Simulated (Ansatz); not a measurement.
```
Se
1.0
    3.90538     0.00000     0.00000
   -1.95269     3.38216     0.00000
    0.00000     0.00000     4.95092
Se
3
Direct
  0.26687   0.26687   0.50000
  0.73313   0.00000   0.83333
  0.00000   0.73313   0.16667
```

No spin polarisation.

A single point on Se with a change (isotropic strain −3.31 %), its geometry relaxed with PBEsol.

Computed with r2SCAN (Ansatz, an electronic-structure program), no spin-orbit coupling, earlier PAW set. k-mesh 9×9×7 (Γ-centred); smearing 0.05 eV (Fermi–Dirac).

Question: Predict the band gap.

Answer: 0.46 eV.

Question: What pressure does the calculation give?

Answer: 7.20 GPa.

Single points use the geometry relaxed with PBEsol. No phonon test of stability was made. The cell was made from Se (space group P3_121, No. 152; made of chains) by this change: isotropic strain −3.31 %.
